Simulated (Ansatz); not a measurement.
**HfS2 (model structure, from the fluorite type, Fm-3m, No. 225): properties by level of theory**

| level (code) | lattice constant a (Å) | enthalpy of formation (eV/atom) |
|---|---|---|
| PBE (Ansatz) | 6.234 | -1.220 |
| PBEsol (Ansatz) | [?] | [?] |
| PBE-D3(BJ) (Ansatz) | 6.175 | -1.307 |

**Question.** Complete the blanks.

**Answer.** 
- PBEsol (Ansatz, a first-principles code), lattice constant a (Å): 6.157
- PBEsol (Ansatz), enthalpy of formation (eV/atom): -1.278

Ansatz's density-functional and Hartree–Fock values are scalar-relativistic unless marked +SOC, with PAW data made under PBE.

A model structure was made by putting elements into a prototype or built by hand; it is no filed structure, need not be a known phase, and can be a saddle point held by its symmetry.
